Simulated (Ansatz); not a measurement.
Output of an Ansatz run (abridged):

```
WARN ansatz: RAYON_NUM_THREADS=1 ignored (pool sized by the plan → 1); use --threads N
Pseudopotentials: kind: paw
Pseudopotential: Be, paw, valence charge 2
Pseudopotential: Ir, paw, valence charge 17
Crystal: 4 atoms, lattice volume = 38.031 Å³
Basis set: ecut = 420 eV, 753 PW (Γ)
Bands: 16, of which v1, the nominal top of the filled ones, is band 12 counted from 1 (11 counted from 0)
Symmetry: 8 space group operations
Space group: I4mm (ITA 107), of the structure as read, at distance tolerance 3.4e-5 Å
k-points: 244 of 2744 (time reversal used)
PAW frozen core: Be, regenerated for the run's functional, and the local potential with it
PAW frozen core: Ir, regenerated for the run's functional, and the local potential with it
Initial density: superposition of atomic densities (neutral atoms: chi_scale 0, normalization atom), corrected by the library's trained network
Initial wavefunctions: pseudopotential atomic-orbital guess
Eigensolver: davidson
Functional: x = slater, c = lda
SCF iter   1: F=—  HF=-11929.894510 eV  |F-HF|=—  |Δ(HF+E_count)|=         —  Δρ=5.29e-3  dr2=9.76e-3  ethr=1.77e-3  ⟨swp⟩=5.1  Hψ=19850  notcnv=0
all-band conjugate gradients solve this SCF's bands
preconditioner: auto → Kerker (q_TF=auto, 2.509 Å⁻¹)
SCF iter   2: F=—  HF=-11929.892753 eV  |F-HF|=—  |Δ(HF+E_count)|=   1.76e-3  Δρ=3.28e-3  dr2=4.03e-3  ethr=4.24e-5  ⟨swp⟩=1.0  Hψ=5856  notcnv=0
SCF iter   3: F=—  HF=-11929.891423 eV  |F-HF|=—  |Δ(HF+E_count)|=   1.33e-3  Δρ=4.81e-4  dr2=1.09e-4  ethr=1.75e-5  ⟨swp⟩=2.1  Hψ=5435  notcnv=0
SCF iter   4: F=—  HF=-11929.891403 eV  |F-HF|=—  |Δ(HF+E_count)|=   1.98e-5  Δρ=1.79e-4  dr2=4.64e-6  ethr=4.72e-7  ⟨swp⟩=2.5  Hψ=5468  notcnv=0
SCF iter   5: F=—  HF=-11929.891396 eV  |F-HF|=—  |Δ(HF+E_count)|=   6.66e-6  Δρ=4.05e-5  dr2=7.83e-7  ethr=2.02e-8  ⟨swp⟩=2.4  Hψ=6810  notcnv=0
SCF iter   6: F=-11929.891396 eV  HF=-11929.891396 eV  |F-HF|=6.03e-9  |Δ(HF+E_count)|=   1.53e-7  Δρ=7.38e-6  dr2=1.75e-8  ethr=4.35e-10  ⟨swp⟩=2.8  Hψ=13751  notcnv=0
SCF 1 converged in 6 iterations: F = -11929.891396 eV  dr2 = 1.75e-8
SCF converged after 6 iterations
Free energy (F): -11929.891396 eV
Harris-Foulkes:  -11929.891396 eV  (|F-HF|=6.03e-9)
Internal energy: -11929.852636 eV  (E = F + TS)
E sigma→0 (E₀):  -11929.872016 eV
Entropy (-TS):   -0.038760 eV (-9.690 meV/atom)
Fermi energy:    14.010949 eV
--- Per-component energies (eV) ---
  E_band       = -220.254422
  E_kinetic    = 687.795930
  E_local      = -1909.092217  (includes V_loc(G=0)·N_el)
  E_nonlocal   = 94.138952
  E_hartree    = 757.308780
  E_xc         = -326.658847
  E_vxc        = -364.236090  (∫ρ·V_xc dr)
  E_paw        = -9118.989869  (= ΣΔE_a)
  E_vpaw       = -243.480881  (= ΣTr[D̂ρ^β])
  E_aug_tail   = 0.000047  (compensation charges beyond the density's cutoff)
  E_ewald      = -2114.857875
  E_core_change = 0.502464  (= ΣΔE_core)
  E_smearing   = -0.038760  (= −TS)
  E_closure    = 0.000000  (closes the sum)
  Σ components = -11929.891396   (vs F -11929.891396, Δ=0.00e0)
--- Forces (eV/Å), atoms counted from 1 ---
  atom   1  Be     0.00000000    -0.00000000     0.04660763
  atom   2  Be    -0.00000000    -0.00000000     0.04660763
  atom   3  Be    -0.00000000    -0.00000000    -0.03513314
  atom   4  Ir     0.00000000     0.00000000    -0.05809025
  max |Σ_I F_I| component: 8.13e-6 eV/Å
--- Stress (GPa, compression-positive) ---
       -4.220032      -0.000000       0.000000
       -0.000000      -4.220032       0.000000
        0.000000       0.000000      -4.894669
  P = ⅓ Tr σ = -4.4449 GPa (-44.449 kbar)
  The stress holds the Pulay correction. Without it, at fixed plane waves, as pw.x and ABINIT print it: P = -4.4754 GPa
--- Band table (eV; the first three rows and the last of 244) ---
  k-point 0: bands = ["-78.2203", "-35.0640", "-35.0640", "-35.0506", "3.2736", "9.0067", "9.4481", "10.2761", "10.2761", "11.8589", "11.9619", "17.3709", "17.3709", "19.4801", "19.4801", "20.1238"]
  k-point 1: bands = ["-78.2202", "-35.0669", "-35.0667", "-35.0502", "3.4157", "9.0518", "9.5079", "9.9397", "10.1923", "11.6369", "12.3815", "17.3425", "17.5728", "18.0327", "19.4928", "21.1267"]
  k-point 2: bands = ["-78.2197", "-35.0750", "-35.0745", "-35.0489", "3.8356", "9.1960", "9.4424", "9.6847", "9.9689", "10.9116", "13.3500", "16.5468", "17.1520", "17.9653", "19.5502", "21.1806"]
  k-point 243: bands = ["-78.2203", "-35.0648", "-35.0648", "-35.0540", "5.0958", "6.6265", "9.1292", "11.1380", "11.7071", "11.7071", "12.0312", "13.8155", "13.8155", "21.3131", "21.4178", "21.7144"]
```

The structure:

```xyz
4
Lattice="-1.6235 1.6235 3.6074 1.6235 -1.6235 3.6074 1.6235 1.6235 -3.6074" Properties=species:S:1:pos:R:3 pbc="T T T"
Be     0.0000     1.6235     1.8037
Be     1.6235     0.0000     1.8037
Be     0.0000     0.0000     3.6574
Ir     0.0000     0.0000     0.0000
```

Question: Write an input that gives this output.

Answer: Other spellings and defaults could give the same log, and not every line can be read from it. The input that was run (DFT, LDA (PW92), plane waves, default PAW files made with PBE):

Ansatz 0.2 input:
```yaml
# Be3Ir
crystal:
  lattice:
    - [-1.623452, 1.623452, 3.607442]
    - [1.623452, -1.623452, 3.607442]
    - [1.623452, 1.623452, -3.607442]
  atoms:
    - { symbol: Be, position: [0.750000, 0.250000, 0.500000] }
    - { symbol: Be, position: [0.250000, 0.750000, 0.500000] }
    - { symbol: Be, position: [0.506930, 0.506930, 0.000000] }
    - { symbol: Ir, position: [0.000000, 0.000000, 0.000000] }
basis:
  ecutwfc: 420.0
kpoints:
  mp_grid:
    grid: [14, 14, 14]
hamiltonian:
  xc: lda
  pseudopotentials:
    kind: paw
scf:
  occupations:
    method: fermi_dirac
    width: 0.1
output:
  forces: true
  eigenvalues: true
  stress: true
```

The starting cell comes from a database of computed structures (which also holds hypothetical and non-ambient phases and stackings), without a prior relaxation at this level. Its lattice was rescaled by up to half a per cent. One atom was moved a little off its site on purpose. Spin-orbit coupling is off. Spin polarisation is off. With a pressure of about -4 GPa the cell is away from its equilibrium volume at this level. Ansatz's pressure includes its estimate of the finite-basis (Pulay) stress.

Ansatz is a program for electronic structure.
